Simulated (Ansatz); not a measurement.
For ZnSnSb2 (P-4m2, No. 115, 4 atoms in the cell; start mp-1215452), LDA (plane waves, PAW; Ansatz, a program for electronic structure) gives:

| Quantity | Result |
|---|---|
| equilibrium lattice constant a | 4.414 Å |
| lattice parameter c | 6.167 Å |
| bulk modulus | 51.7 GPa |
| cohesive energy | 3.30 eV/atom |

**Question.** What does r²SCAN in Ansatz (plane waves, PAW) give for the same quantities?

**Answer.** 
- lattice constant a: 4.483 Å (increases by 1.6 %)
- lattice parameter c: 6.276 Å (rises by 1.8 %)
- bulk modulus: 48.0 GPa (decreases by 7.2 %)
- cohesive energy: 2.56 eV/atom (shrinks by 0.74 eV/atom)

Changes are worked out from the printed values.

Unless a cell is named, each level is at its own relaxed cell (LDA 30.04, r²SCAN 31.53 Å³/atom).

Levels without +SOC leave out spin–orbit coupling, which shifts energies and cells of such heavy elements.

Caveats: the bulk modulus is −V dP/dV from two relaxed cells at ±2 % in volume (LDA, r²SCAN); the relaxation could not lower the start's symmetry, so the cell can be a saddle point above a distorted one (LDA, r²SCAN). Ansatz's density-functional and Hartree–Fock values are scalar-relativistic unless marked +SOC, with PAW data made under PBE.

A start named mp-… is a Materials Project structure, which need not be a measured phase.
